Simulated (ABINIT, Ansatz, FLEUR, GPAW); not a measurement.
## LaSi3Os (I4mm, 5 atoms in the cell) computed with different codes at matched settings

Self-consistent single point.

```xyz
5
Lattice="-2.1429 2.1429 4.9899 2.1429 -2.1429 4.9899 2.1429 2.1429 -4.9899" Properties=species:S:1:pos:R:3 pbc="T T T"
La     0.0000     0.0000     9.9655
Si     0.0000     0.0000     4.1841
Si     2.1429     0.0000     2.5990
Si     0.0000     2.1429     2.5990
Os     0.0000     0.0000     6.5403
```

Shared settings, as Ansatz (an electronic-structure program) writes them: kpoints.mp_grid.grid = 3 3 3; scf.occupations.method = gaussian; scf.occupations.width = 0.1 eV. Potentials and cutoffs stand in the table.

| code | model | pressure (GPa) | largest force (eV/Å) | cutoff |
|---|---|---|---|---|
| GPAW | LDA (Perdew-Wang 92), GPAW PAW datasets LDA (gpaw-data 1.0.1) | -4.18 | 0.340 | 800 eV |
| Ansatz | LDA (PW92), PAW files made with PBE | -4.35 | 0.335 | 420 eV |
| ABINIT | LDA (PW92), PAW (JTH v2.0 LDA PAW) | -4.15 | 0.334 | 707 eV |
| FLEUR | LDA (Vosko-Wilk-Nusair), all-electron FLAPW (FLEUR), scalar-relativistic valence | – | 0.339 | Kmax 4 1/bohr |

Size of the force on each atom (eV/Å): Sizes of forces hide their directions.

```
code      La1    Si2    Si3    Si4    Os5
------  -----  -----  -----  -----  -----
GPAW    0.291  0.094  0.268  0.268  0.340
Ansatz  0.282  0.115  0.251  0.251  0.335
ABINIT  0.290  0.125  0.249  0.249  0.334
FLEUR   0.285  0.140  0.242  0.242  0.339
```

A dash marks a value that a program does not give, or that is left out as unsure.

On Ansatz's run: spin-orbit coupling is off. Spin polarisation is off.

The spread over the programs that give each value: pressure within 0.20 GPa; largest force within 0.006 eV/Å.

FLEUR treats all electrons, but the usual bases taken here (sphere radii, linearisation, local orbitals, empty states) were not tested for convergence, so the values are no reference for the others. Ansatz's pressure is given at a fixed set of plane waves, as the other plane-wave codes print theirs.

On the base mesh (8 8 8) the same programs gave: Ansatz pressure -5.03 GPa; ABINIT pressure -4.83 GPa; GPAW pressure -4.86 GPa.

The values differ from the base mesh's, so the mesh still matters here: the table compares the programs at equal settings.

The starting cell comes from a database of computed structures (which also holds hypothetical and non-ambient phases and stackings), without a prior relaxation at this level.

Left out of this page: CP2K (on another mesh).

Keys are those of Ansatz 0.2.
